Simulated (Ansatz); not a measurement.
## InAs under a change: isotropic strain −2.50 %

The parent structure is InAs in the zinc blende structure (space group F-43m, No. 216; a = 6.1096 Å).

Perturbation: every lattice vector is shortened by 2.50 %, atoms relaxed at fixed cell.

Calculations: r2SCAN in Ansatz (plane waves to 500 eV, PAW, spin-orbit coupling left out). k-mesh 9×9×9 (Γ-centred); smearing 0.05 eV (Fermi–Dirac).

```csv
quantity,base,changed,shift
volume per atom,28.51 Å³,26.42 Å³,-2.085 Å³
space group,F-43m (No. 216),F-43m (No. 216),–
shortest interatomic distance,2.646 Å,2.579 Å,-0.0661 Å
energy relative to the base (free energy F),0 meV/atom,+31 meV/atom,+31 meV/atom
pressure,0.00 GPa,5.19 GPa,+5.199 GPa
band gap,0.08 eV,0.50 eV,+0.42 eV
gap character,direct at Γ,direct at Γ,–
mean gap deformation potential ΔEg/Δln V,–,-5.5 eV,–
electron mass,–,0.032 mₑ (at Γ),–
"hole mass (degenerate bands, along [100])",–,"0.032, 0.37, 0.37 mₑ (at Γ)",–
"valley order (the lowest conduction-band minima on the path, energy above the VBM, named in the base's zone)",Γ 0.08 eV; L along ⟨111⟩ 1.25 eV; X along ⟨100⟩ 1.88 eV,Γ 0.50 eV; L along ⟨111⟩ 1.44 eV; X along ⟨100⟩ 1.76 eV,–
```

Effective masses come from finite differences of ±0.01 Å⁻¹. No phonon test of stability was made. The zero or small gap of InAs can change with the level of theory.

Ansatz is a program for electronic structure.
